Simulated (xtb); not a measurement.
xtb 6.7.1, GFN2-xTB: Mn(F)(acac) (CC1=CC(C)=[O]->[Mn]([F])[O]1), charge 0, multiplicity 6, 16 atoms. The geometry is a generated start, not checked to be a minimum at this level.

```yaml
method: GFN2-xTB
"--acc": 1 (default)
"--etemp (K)": 300 (default)
detailed input (--input): "none: ANC optimiser, Lindh (1995) Hessian, microcycle=20, maxdispl=1.0, hlow=0.01 (default)"
basis_functions: 49
valence_electrons: 53
```

```xyz
16

Mn     1.7215     2.0627     0.4086
F      2.1819     3.7427     0.8467
C     -0.6742     0.0297    -2.5298
C     -0.1512     0.3968    -1.1634
C     -0.4317    -0.4479    -0.0822
C      0.1175    -0.2944     1.1974
C     -0.1368    -1.3626     2.2316
O      0.8466     0.6845     1.5470
O      0.5474     1.4543    -1.0794
H     -1.2001    -0.9188    -2.5197
H     -1.3470     0.8146    -2.8709
H      0.1544    -0.0162    -3.2335
H     -1.0518    -1.3108    -0.2631
H     -0.7095    -0.9288     3.0497
H     -0.6792    -2.2055     1.8177
H      0.8122    -1.7003     2.6433
```

Charge 0 and multiplicity 6 are set for this test and not shown to be the ground state. GFN-xTB has no spin term: --uhf 5 sets the occupations alone.

The structure is relaxed from this start with --opt LEVEL for the levels crude, sloppy, loose, lax, normal, tight, vtight, extreme, once each. Up to the end of the extreme run atoms move by at most 0.75 Å along an axis.

Choose the cheapest level whose final energy lies within 1 meV of that of extreme.

tight: 45 cycles against 59, ending 0.34 meV above.

```json
[
 {"level": "crude", "cycles": "1", "energy above the extreme run (meV)": "18", "gradient norm (eV/Å)": "0.050"},
 {"level": "sloppy", "cycles": "1", "energy above the extreme run (meV)": "18", "gradient norm (eV/Å)": "0.050"},
 {"level": "loose", "cycles": "1", "energy above the extreme run (meV)": "18", "gradient norm (eV/Å)": "0.050"},
 {"level": "lax", "cycles": "1", "energy above the extreme run (meV)": "18", "gradient norm (eV/Å)": "0.050"},
 {"level": "normal", "cycles": "1", "energy above the extreme run (meV)": "18", "gradient norm (eV/Å)": "0.050"},
 {"level": "tight", "cycles": "45", "energy above the extreme run (meV)": "0.34", "gradient norm (eV/Å)": "0.014"},
 {"level": "vtight", "cycles": "56", "energy above the extreme run (meV)": "under 0.01", "gradient norm (eV/Å)": "0.0079"},
 {"level": "extreme", "cycles": "59", "energy above the extreme run (meV)": "—", "gradient norm (eV/Å)": "0.0017"}
]
```
